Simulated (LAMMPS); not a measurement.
MD of Ni (fcc) at zero pressure, 864 atoms, as a liquid; each row is its own run.

Computed with classical MD, pair style meam, file Ni.meam, run in LAMMPS.

```
T (K)  volume (Å³/atom)
-----  ----------------
1210             12.006
1380             12.235
1560             12.470
1730             12.740
2160             13.486
2250             13.625
2420             14.029
2760             14.809
```

Q: Fit a straight line, y = a + b x, to these rows (x is the first column, y the second) and predict the run at x = 1900.

A: Least squares gives a = 9.7415 and b = 0.001776. At x = 1900 the fit predicts 13.115 Å³/atom. The run itself gave 13.01 ± 0.01 Å³/atom, so the fit is 0.78 % high.

Caution (rows 1210; 1380; 1560): this liquid lies under the measured melting point of 1728 K, so it is undercooled or the potential melts low.

Caution: a run this short can hold a crystal over, or a liquid under, the potential's own melting point, which these runs don't give.

Caution (rows 1380; 1730; 2250; 2420): enthalpy drifts during the constant-pressure average: a transition or slow ageing; fluctuation values are void.
